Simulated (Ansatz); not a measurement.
The starting structures come from a database of crystals and need not be the phases stable at ambient conditions.

 Where the default PAW files enter, the runs use the earlier of Ansatz's two default sets.

Tunnelling through a barrier is set by its complex band structure: the current falls as exp(−2κd) with the smallest κ.

Consider the following.

```xyz
6
Lattice="4.9303 0.0000 0.0000 0.0000 10.8438 0.0000 2.4652 0.0000 2.4652" Properties=species:S:1:pos:R:3 pbc="T T T"
Ge     0.0000     5.4219     0.0000
Ge     2.4652     0.0000     0.0000
S      1.2326     9.4195     1.2326
S      1.2326     3.9976     1.2326
S      3.6977     6.8461     1.2326
S      3.6977     1.4242     1.2326
```

Space group of this cell: P4_2/nmc. The cell was relaxed by PBE-D3(BJ); by PBEsol its mean pressure is -0.6 GPa.

Transport runs along the normal of the first two printed cell vectors, the (110) plane of the conventional cell.

The gap is the functional's own. No spin-orbit coupling. Mid-gap values are interpolated on the energy grid.

Task: Predict the band gap and the smallest decay constant κ at mid-gap from PBEsol in Ansatz (an electronic-structure program).

Result: Gap 0.95 eV on a 12×4×12 mesh; κ = 0.127 1/Å, at the zone centre.
